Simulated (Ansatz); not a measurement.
## Ir under a change: pressure 2.1 GPa

Consider Ir in the fcc (Cu type) structure (space group Fm-3m, No. 225; a = 3.8444 Å).

It is then changed as follows: a hydrostatic pressure of 2.1 GPa.

The values are results of r2SCAN (Ansatz, a quantum-chemistry and plane-wave program, PAW, no spin-orbit coupling), not measurements. Settings: 21×21×21 k-points, 0.05 eV Fermi–Dirac smearing.

```json
[
 {"quantity": "volume per atom", "base": "14.20 Å³", "changed": "14.13 Å³", "shift": "-0.077 Å³"},
 {"quantity": "density", "base": "22.47 g/cm³", "changed": "22.59 g/cm³", "shift": "+0.12 g/cm³"},
 {"quantity": "lattice parameter a", "base": "7.265 bohr", "changed": "7.252 bohr", "shift": "-0.013 bohr"},
 {"quantity": "enthalpy H = E + PV relative to the base's energy", "base": "–", "changed": "+0.19 eV/atom", "shift": "–"},
 {"quantity": "band gap", "base": "zero", "changed": "zero", "shift": "–"}
]
```

Final structure:

```
CELL_PARAMETERS angstrom
      0.00000     1.91872     1.91872
      1.91872     0.00000     1.91872
      1.91872     1.91872     0.00000
ATOMIC_POSITIONS crystal
  Ir 0.00000 0.00000 0.00000
```

Cost of the whole job for the changed cell (relaxation, final SCF and bands): about 28 core-seconds (a rough figure).

Load acts through the strain it causes; cell and atoms are relaxed under it. Stability against distortions was not tested. All final runs are without spin polarisation.
